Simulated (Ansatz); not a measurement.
Data:

```yaml
crystal:
  lattice:
    - [1.69778, 0.98022, 8.56385]
    - [-1.69778, 0.98022, 8.56385]
    - [0.00000, -1.96043, 8.56385]
  atoms:
    - { symbol: In, position: [0.99752, 0.99752, 0.99752] }
    - { symbol: Ga, position: [0.21250, 0.21250, 0.21250] }
    - { symbol: Mg, position: [0.78464, 0.78464, 0.78464] }
    - { symbol: O, position: [0.13579, 0.13579, 0.13579] }
    - { symbol: O, position: [0.87611, 0.87611, 0.87611] }
    - { symbol: O, position: [0.28848, 0.28848, 0.28848] }
    - { symbol: O, position: [0.70496, 0.70496, 0.70496] }
```

No spin polarisation.

All numbers come from PBEsol/PAW in Ansatz (a first-principles code), no SOC. Γ-centred 11×11×11 mesh, Fermi–Dirac width 0.05 eV.

Problem. Predict the band gap, gap character and width of the top valence band.

Solution. 
- Band gap: 1.80 eV
- Gap character: indirect, Γ–S₀ (36 % along) → Γ
- Width of the top valence band: 0.23 eV

The cells carry an imposed strain or load. Stability against distortions was not tested. The cell was made from MgInGaO4 (space group R3m, No. 160; a hypothetical phase, not in the database extracts checked) by this change: isotropic strain +1.55 %.
